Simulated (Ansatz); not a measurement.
Take Hf in the hcp (Mg type) structure (space group P6_3/mmc, No. 194; a = 3.159 Å, c = 5.000 Å) as the base.

Computed with PBEsol, PAW, 420 eV (Ansatz, a first-principles code; without spin-orbit coupling), earlier PAW set.

Before the change:

The c/a ratio is 1.583 and the lattice parameter a is 3.159 Å.

It is then changed as follows: Ta takes the place of Hf on all its sites, then cell and atoms are relaxed.

Question: What does the calculation give for the c/a ratio after the change?

Answer: The c/a ratio increases by 0.194 to 1.777.

Question: What happens to the lattice parameter a?

Answer: The lattice parameter a drops by 0.293 Å to 2.866 Å.

Whether these cells are dynamically stable was not tested. For Ta in this form, whether it has been made was not checked. The final runs are not spin-polarised. This is not the structure that Ta has at room temperature and ambient pressure.
